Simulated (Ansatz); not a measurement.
B6P (R-3m), Ansatz (a first-principles code) with PBEsol, rigid bands: N_v = 2.50e20 cm⁻³ at 300 K and a hole conductivity mass of 1.26 mₑ along x (a = (2.98, 1.72, 3.93) Å; b = (-2.98, 1.72, 3.93) Å; c = (0.00, -3.45, 3.93) Å).

### Question
For 1e16 holes per cm³ at 300 K, place the Fermi level, estimate the Seebeck coefficient of a parabolic band with constant τ, and give mobility and conductivity for τ = 5 fs.

### Answer
The level lies k_BT ln(N_v/p) = 0.262 eV above the valence-band maximum. S ≈ +(k_B/e)[ln(N_v/p) + 5/2] = 1088 μV/K, against 1063 μV/K from the full bands (mean over directions). μ = eτ/m = 6.98 cm²/(V·s) and σ = peμ = 0.0112 S/cm. τ is assumed, not computed.

Band transport and this doping are assumed; polarons and phonon drag are left out. Spin-orbit coupling is left out; where it splits the top of the valence band, N_v and the p-type Seebeck coefficient come out somewhat high without it.

Computed structure with no diffraction record at hand here (it may be known, metastable or hypothetical): B6P (R-3m).
